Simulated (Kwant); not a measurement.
Model: Hückel tight-binding model, one pz orbital an atom, one spin, coherent transport at 0 K (Kwant). Conductance is in e²/h.

Device: π system c1cc2sccc2s1 between two chain leads. The π system is taken as planar. Atoms are numbered from 0 in the order of the SMILES. Site energies (eV, carbon 0): [0.0, 0.0, 0.0, -2.64, 0.0, 0.0, 0.0, -2.64]. Bonds (i, j, β in eV): (0,1,-2.4) (1,2,-2.4) (2,3,-1.68) (3,4,-1.68) (4,5,-2.4) (5,6,-2.4) (6,7,-1.68) (7,0,-1.68) (6,2,-2.4). Leads: chains of hopping −3.6 eV, joined by −0.72 eV to atoms 0 and 4.

Site energies and bond integrals are typed Hückel values.

Sweep values stay those of the base run.

One input was changed, with this effect: transmission at E = 0 0.0066 → 0.010.

Question: Which change was it?
(A) contacts moved from atoms [0, 4] to [0, 1]
(B) contacts moved from atoms [0, 4] to [1, 5]
(C) contacts moved from atoms [0, 4] to [0, 5]

Answer: A, contacts moved from atoms [0, 4] to [0, 1]
